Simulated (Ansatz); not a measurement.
An Ansatz (a quantum-chemistry and plane-wave program) input (PBEsol/PAW in Ansatz, no spin-orbit coupling, earlier PAW set):

Ansatz 0.2 input:
```yaml
crystal:
  lattice:
    - [-2.6061819227, 2.6061819227, 2.6061819227]
    - [2.6061819227, -2.6061819227, 2.6061819227]
    - [2.6061819227, 2.6061819227, -2.6061819227]
  atoms:
    - { symbol: K, position: [0, 0, 0] }
basis: { ecutwfc: 420, ecutrho_ratio: 4, xc_grid: 2, fft_grid_basis: typed }
kpoints: { mp_grid: { grid: [13, 13, 13] } }
hamiltonian:
  xc: pbesol
  dispersion: none
  pseudopotentials: { azcp: { folder: ./paw }, kind: paw }
scf: { occupations: { method: fermi_dirac, width: 0.05 }, convergence: { dr2_threshold: 0.0000000001 } }
output: { forces: true, stress: true }
```

Q: Which symmetry and how many k-points will the program report, and about how many plane waves at Γ?

A: Space group Im-3m (ITA 229) with 48 operations, k-points 84 of 2197, and 1409 plane waves at Γ.

No phonon test of stability was made. The cell is K in the bcc (W type) structure (space group Im-3m, No. 229).
